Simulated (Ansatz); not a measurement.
**GaAs (model structure, started from the BeO type, P4₂/mnm, No. 136, 8 atoms in the cell)**

Calculation: LDA (Ansatz, an electronic-structure program, plane waves, PAW).

Run with plane-wave cutoff 520 eV, 6×6×10 k mesh (along the axes of the cell as run), Fermi–Dirac smearing 0.01 eV, scalar-relativistic PAW data made under PBE.

Cell (relaxed at this level):

```
GaAs
1.0
    6.84750     0.00000     0.00000
    0.00000     6.84750     0.00000
    0.00000     0.00000     3.96289
Ga As
4 4
Direct
  0.32396   0.67604   0.00000
  0.67604   0.32396   0.00000
  0.82396   0.82396   0.50000
  0.17604   0.17604   0.50000
  0.31775   0.31775   0.00000
  0.68225   0.68225   0.00000
  0.18225   0.81775   0.50000
  0.81775   0.18225   0.50000
```

For GaAs (model structure, started from the BeO type, P4₂/mnm, No. 136, 8 atoms in the cell), the band gap comes out as 0.56 eV (direct).

Note: the relaxation could raise the start's symmetry but not lower it, so the cell can be a saddle point.

Spin–orbit coupling is not included.

Computed values are for the static lattice.

A model structure was made by putting elements into a prototype or built by hand; it is no filed structure, need not be a known phase, and can be a saddle point held by its symmetry.
